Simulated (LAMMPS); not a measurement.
Melts of Si (diamond structure) cooled to 300 K at several rates.

Model: classical MD, pair style tersoff, file SiC_Erhart-Albe.tersoff; code LAMMPS.

```json
[
 {"cooling rate (K/s)": "3e+12", "energy above the crystal": "0.264 eV/atom", "state": "glass", "density": "2.27 g/cm³ (one sample)", "coordination number": "4.05 (counted to 2.78 Å)", "rough cost": "40 core-minutes"},
 {"cooling rate (K/s)": "1e+13", "energy above the crystal": "0.286 eV/atom", "state": "glass", "density": "2.28 g/cm³ (one sample)", "coordination number": "4.08 (counted to 2.78 Å)", "rough cost": "17 core-minutes"},
 {"cooling rate (K/s)": "1e+14", "energy above the crystal": "0.329 eV/atom", "state": "glass", "density": "2.30 g/cm³ (one sample)", "coordination number": "4.11 (counted to 2.78 Å)", "rough cost": "4 core-minutes"}
]
```

Costs are rough and include melting and analysis.
